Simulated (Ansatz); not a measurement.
# Effect of P → C on AlP

Base system: AlP in the zinc blende structure (space group F-43m, No. 216; a = 5.4705 Å).

Perturbation: every P is replaced by C; the structure is relaxed again.

Computed with Kohn–Sham DFT with the PBEsol functional, run in Ansatz (a program for electronic structure) with PAW and 420 eV plane waves, scalar-relativistic without spin-orbit coupling. Settings: 17×17×17 k-points, 0.05 eV Fermi–Dirac smearing, for the changed cell.

The volume per atom shrinks by 8.06 Å³ to 12.40 Å³ and the density rises by 0.26 g/cm³ (2.35 g/cm³ → 2.61 g/cm³). The lattice parameter a falls by 0.841 Å (5.471 Å → 4.630 Å) and the shortest interatomic distance shrinks by 0.364 Å to 2.005 Å. The band gap goes from 1.45 eV to zero.

Final structure:

```
CELL_PARAMETERS angstrom
      0.00000     2.31483     2.31483
      2.31483     0.00000     2.31483
      2.31483     2.31483     0.00000
ATOMIC_POSITIONS crystal
  C  0.25000 0.25000 0.25000
  Al 0.00000 0.00000 0.00000
```

Whether these cells are dynamically stable was not tested. As relaxed here, AlC is a hypothetical phase, not in the database extracts checked. All final runs are without spin polarisation. An odd electron count without spin: AlC.
